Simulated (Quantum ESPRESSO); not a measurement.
# A short convergence ladder for SiO2 (I-42d, 6 atoms in the cell)

```
SiO2
1.0
   -2.46986     2.46986     3.64470
    2.46986    -2.46986     3.64470
    2.46986     2.46986    -3.64470
Si O
2 4
Direct
  0.00000   0.00000   0.00000
  0.75000   0.25000   0.50000
  0.37500   0.22179   0.34679
  0.77821   0.12500   0.15321
  0.87500   0.02821   0.65321
  0.97179   0.62500   0.84679
```

Base method: LDA (PZ), GBRV 1.5 ultrasoft (LDA) pseudopotentials (plane waves; Quantum ESPRESSO).

Base settings: ecutwfc = 40 Ry; ecutrho = 200 Ry; occupations = fixed; potentials = {Si: si_lda_v1.uspp.F.UPF, O: o_lda_v1.2.uspp.F.UPF}; K_POINTS = automatic 3 3 3 0 0 0; nbnd = 22; conv_thr = 1e-08 Ry; mixing_beta = 0.7.

**Zone-centre phonons against the cutoff**

In this ladder: ph.x.tr2_ph = 1e-14; ph.x.fildyn = dyn.G; ph.x.epsil = true; dynmat.x.fildyn = dyn.G; dynmat.x.asr = simple. Moved along: ecutrho.

The mesh stays at the base's, so the ladder's end is converged at best in this setting alone.

Frequencies are those of the unrelaxed cell, without the LO-TO term of polar crystals.

Only quantities that move along the ladder and can be compared are tabulated.

| ecutwfc | highest zone-centre frequency (cm⁻¹) | lowest optical frequency (cm⁻¹) | largest Born charge (mean of the diagonal) (e) |
|---|---|---|---|
| 20 Ry | 1178.7 | 117.8 | 3.079 |
| 24 Ry | 1111.9 | 129.0 | 3.197 |
| 28 Ry | 1124.7 | 122.6 | 3.263 |
| 40 Ry | 1128.7 | 128.8 | 3.341 |

Coarsest ecutwfc that holds the highest zone-centre frequency within 10 cm⁻¹ of the last step, with all finer ones: 28 Ry; the step before is off by 17 cm⁻¹.

Coarsest ecutwfc that holds the lowest optical frequency within 10 cm⁻¹: not settled: the last two steps still differ by 6.2 cm⁻¹, over half the tolerance, so the ladder does not show it.

Coarsest ecutwfc that holds the largest Born charge (mean of the diagonal) within 0.05 e: not settled: the last two steps still differ by 0.078 e, over half the tolerance, so the ladder does not show it.

On the base run: the starting cell comes from a database of computed structures (which also holds hypothetical and non-ambient phases and stackings), without a prior relaxation at this level. Its lattice was rescaled by up to half a per cent.

Left out of this page: 1 run of the series failed or unconverged.
